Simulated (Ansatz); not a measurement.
The (100) surface of rock-salt TiC in its 1x1 cell (cut with top plane C + Ti, bottom plane C + Ti), outermost plane spacing 2.17 Å in the ideal cut

Method: PBE (plane waves to 420 eV, PAW; Ansatz, a quantum-chemistry and plane-wave program).

Model: 10-atom slab, C5Ti5, 8.7 Å thick at the start (thin: gaps and levels are the slab's own), 12x12x1 mesh, Fermi-Dirac 0.1 eV, dipole correction, all atoms relaxed; held to the start's symmetry, so lower structures may exist; no spin, no spin-orbit, no U.

The surface energy (mean of both faces) comes out as 1.64 J/m^2 and the surface energy before relaxation is 1.78 J/m². The work function of the top face is 4.57 eV. The energy released by relaxation comes out as 0.16 eV and the cost is very roughly 60 core-seconds.
